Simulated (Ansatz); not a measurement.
The parent structure is LiNbO₃ (space group R3c, No. 161).

```xyz
10
Lattice="2.5949 1.4982 4.6715 -2.5949 1.4982 4.6715 0.0000 -2.9964 4.6715" Properties=species:S:1:pos:R:3 pbc="T T T"
Li     0.0000     0.0000     3.9344
Li     0.0000     0.0000    10.9417
Nb     0.0000     0.0000    14.0075
Nb     0.0000     0.0000     7.0003
O     -0.6422    -1.4587     5.5444
O      1.5844     0.1732     5.5444
O     -0.9421     1.2855     5.5444
O     -1.6528    -0.2127     7.8802
O      0.6422     1.5377     7.8802
O      1.0106    -1.3250     7.8802
```

Cartesian axes are those of the cell as printed.

Structures relaxed with Ansatz (a quantum-chemistry and plane-wave program), PBE, PAW, cutoff 420 eV, no spin-orbit coupling.

Base:

Simulated powder pattern, Cu Kα1, λ = 1.54056 Å (kinematic, ideal powder, no thermal factors, no anomalous dispersion; the 14 strongest lines at most, above 2 %, up to 2θ = 90°):

| 2θ (°) | I/Imax (%) | hkl |
|---|---|---|
| 23.50 | 100 | (012) |
| 32.37 | 39 | (104) |
| 34.54 | 23 | (110) |
| 39.70 | 7.7 | (113) |
| 42.20 | 12 | (202) |
| 48.06 | 19 | (024) |
| 52.68 | 27 | (116) |
| 55.62 | 16 | (122) |
| 56.32 | 8.0 | (018) |
| 60.52 | 14 | (214) |
| 61.88 | 12 | (300) |
| 77.75 | 7.2 | (312) |
| 78.34 | 6.1 | (128) |
| 85.55 | 5.8 | (226) |

Now apply this change: tensile biaxial strain of 0.75 % in the plane normal to [001], as in epitaxy on a mismatched substrate; the out-of-plane cell vector and the atoms relax.

After the change:

Simulated powder pattern, Cu Kα1, λ = 1.54056 Å (kinematic, ideal powder, no thermal factors, no anomalous dispersion; the 14 strongest lines at most, above 2 %, up to 2θ = 90°):

| 2θ (°) | d (Å) | I/Imax (%) | hkl |
|---|---|---|---|
| 23.40 | 3.799 | 100 | (012) |
| 32.36 | 2.764 | 38 | (104) |
| 34.27 | 2.614 | 23 | (110) |
| 39.50 | 2.279 | 7.5 | (113) |
| 41.91 | 2.154 | 12 | (202) |
| 47.85 | 1.899 | 19 | (024) |
| 52.62 | 1.738 | 26 | (116) |
| 55.21 | 1.662 | 16 | (122) |
| 56.47 | 1.628 | 7.8 | (018) |
| 60.17 | 1.537 | 14 | (214) |
| 61.37 | 1.509 | 12 | (300) |
| 77.10 | 1.236 | 7.3 | (312) |
| 78.16 | 1.222 | 6.0 | (128) |
| 85.05 | 1.140 | 5.7 | (226) |

The indices refer to the base's conventional cell; one index is shown for lines that coincide.

Whether these cells are dynamically stable was not tested.
